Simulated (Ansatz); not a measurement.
## MoSi2: pressure −1 GPa

Base system: MoSi2 (space group I4/mmm, No. 139; a = 3.2169 Å, c = 7.8730 Å).

The change: hydrostatic tension (pressure −1 GPa).

Computed with plane-wave PAW DFT at the PBE level (Ansatz, a program for electronic structure, 420 eV), no spin-orbit coupling. Settings: 20×20×20 k-points, 0.05 eV Fermi–Dirac smearing.

* **Volume per atom**: 13.65 Å³ (base 13.58 Å³)
* **Lattice parameter a**: 3.223 Å (base 3.217 Å)
* **c/a ratio**: 2.447 (base 2.447)
* **Shortest interatomic distance**: 2.599 Å (base 2.596 Å)
* **Enthalpy H = E + PV relative to the base's energy**: -0.08 eV/atom
* **Band gap**: zero (base zero)

Load acts through the strain it causes; cell and atoms are relaxed under it. No phonon test of stability was made. The final runs are not spin-polarised.
